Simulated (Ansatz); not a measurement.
The starting structures come from a database of crystals and need not be the phases stable at ambient conditions.

Given:

```yaml
crystal:
  lattice:
    - [7.67330, 0.00000, 0.00000]
    - [-3.83665, 6.64527, 0.00000]
    - [3.83665, 2.21509, 6.26522]
  atoms:
    - { symbol: Rb, position: [0.50000, 0.25000, 0.25000] }
    - { symbol: Rb, position: [0.50000, 0.75000, 0.75000] }
    - { symbol: Te, position: [0.00000, 0.00000, 0.00000] }
    - { symbol: Br, position: [0.00000, 0.74996, 0.74996] }
    - { symbol: Br, position: [0.00000, 0.25004, 0.25004] }
    - { symbol: Br, position: [0.00000, 0.74996, 0.25004] }
    - { symbol: Br, position: [0.00000, 0.25004, 0.74996] }
    - { symbol: Br, position: [0.50008, 0.25004, 0.74996] }
    - { symbol: Br, position: [0.49992, 0.74996, 0.25004] }
```

Space group of this cell: Fm-3m. The cell is taken as given.

Transport runs along the normal of the first two printed cell vectors, the (111) plane of the conventional cell.

No gap correction and no spin-orbit coupling; mid-gap values are interpolated between computed energies.

**Question.** Predict the band gap and the smallest decay constant κ at mid-gap from r2SCAN run with Ansatz (a program for electronic structure).

**Answer.** Gap 2.13 eV on a 6×6×6 mesh; κ = 0.249 1/Å, at (0.500, 0.000) of the in-plane reciprocal vectors. At the zone centre, at the nearest computed energy, the slowest state has κ = 0.27 1/Å.
